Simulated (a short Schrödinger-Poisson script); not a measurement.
Stack: MOS inversion layer, Al2O3 on p-type Si(110), at 300 K.

```csv
layer,material,thickness (nm),Na (cm⁻³)
1,Al2O3,3.4,-
2,Si,1000,1.7e17
```

Constants are typed, rounded textbook-type inputs, not results; the design itself was drawn at random and stands for no fabricated device. Al2O3: permittivity 9, conduction-band edge (eV) 2.7, gap (eV) 6.8, electron mass (mₑ) 0.3. Si: permittivity 11.7, conduction-band edge (eV) 0, gap (eV) 1.124, Nv at 300 K (cm⁻³) 3.1e19.

Channel valleys (confinement mass, in-plane density-of-states mass, number): Δ4 0.315, 0.324, 4; Δ2 0.19, 0.417, 2. At the gate the conduction-band edge of layer 1 lies 3.04 eV − eVg above the Fermi level of the channel; the field vanishes at the back. Gaps are held at their typed values at every temperature. Mesh 0.03 nm at interfaces.

Solved with a short Schrödinger-Poisson script written for these runs: 1D Poisson equation in equilibrium, electrons quantum, Hartree (BenDaniel-Duke, 12 states a valley, the channel's in-plane mass for all, wave functions ending at the dielectric), parabolic valleys, classical holes, full ionisation, no traps, pinning or gate leakage.

The same stack at other levels of the model or other numerical settings:

| run | sheet density of all electrons at Vg = 1.15 V (cm⁻²) | sheet density of all electrons at Vg = 0.55 V (cm⁻²) | capacitance at Vg = 1.15 V (μF/cm²) | centroid of the channel electrons at Vg = 1.15 V (nm) | rough cost against the base |
|---|---|---|---|---|---|
| base | 6.86e12 | 9.70e11 | 1.72 | 2.10 | about 1 |
| electrons treated as classical, Boltzmann | 9.40e12 | 1.69e12 | 2.18 | 0.54 | 0.03 |
| electrons treated as classical, Fermi-Dirac | 8.95e12 | 1.65e12 | 2.04 | 0.72 | 0.1 |
| mesh six times as coarse | 6.87e12 | 9.71e11 | 1.72 | 2.10 | 0.3 |
| one subband a valley | 6.86e12 | 9.58e11 | 1.72 | 2.04 | 0.4 |

The classical rows ignore confinement, and Boltzmann statistics overrate the density once the band edge passes the Fermi level.
